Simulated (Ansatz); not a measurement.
Functionals compared on a constructed model of the (111) surface of fcc Au, a pseudomorphic layer of Mo in the host's stacking (bottom of the slab: a bare face, its two planes held), in Ansatz (plane waves, PAW). The structure was relaxed with PBE; the other rows are single points on it. Cutoff 420 eV (500 eV for r2SCAN).

Set-up: 7 atoms, 14.5 Å thick at the start; mesh 15x15x1; 0.1 eV smearing; dipole correction on; 2 atoms held, the rest relaxed; start symmetry kept, larger cells not searched; no spin, no spin-orbit, no U. It is one candidate, not shown to be the stable structure of the face. These notes are the PBE run's.

```json
[
 {"functional": "PBE", "work function of the top face (eV)": "5.21", "rough cost of the single point": "–"},
 {"functional": "RPBE", "work function of the top face (eV)": "5.06", "rough cost of the single point": "around 25 core-seconds (rough)"},
 {"functional": "r2SCAN", "work function of the top face (eV)": "5.31", "rough cost of the single point": "roughly 40 core-seconds"}
]
```

Ansatz is a quantum-chemistry and plane-wave program.
